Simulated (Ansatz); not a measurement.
**KTaO3: O → N**

Base system: KTaO3 in the cubic perovskite structure (space group Pm-3m, No. 221; a = 3.990 Å).

One thing is altered: every O is replaced by N, then cell and atoms are relaxed.

All numbers come from plane-wave PAW DFT at the r2SCAN level (Ansatz, a program for electronic structure, 500 eV), spin-orbit coupling left out. Settings: 11×11×11 k-points, 0.05 eV Fermi–Dirac smearing, for the changed cell.

```tsv
quantity	base	changed	shift
volume per atom	12.71 Å³	14.03 Å³	+1.32 Å³
density	7.01 g/cm³	6.20 g/cm³	-0.803 g/cm³
space group	Pm-3m (No. 221)	Pm-3m (No. 221)	–
shortest interatomic distance	1.995 Å	2.062 Å	+0.067 Å
band gap	2.63 eV	zero	–
```

Final structure:

```xyz
5
Lattice="4.1242 0.0000 0.0000 0.0000 4.1242 0.0000 0.0000 0.0000 4.1242" Properties=species:S:1:pos:R:3 pbc="T T T"
K      0.0000     0.0000     0.0000
Ta     2.0621     2.0621     2.0621
N      0.0000     2.0621     2.0621
N      2.0621     2.0621     0.0000
N      2.0621     0.0000     2.0621
```

Spin-orbit coupling, missing from the scalar runs, can matter with Ta. Stability against distortions was not tested. As relaxed here, KTaN3 is a hypothetical phase, not in the database extracts checked. All final runs are without spin polarisation. An odd electron count without spin: KTaN3. KTaN3 has a high density of states at the Fermi level and may be magnetic at this level.
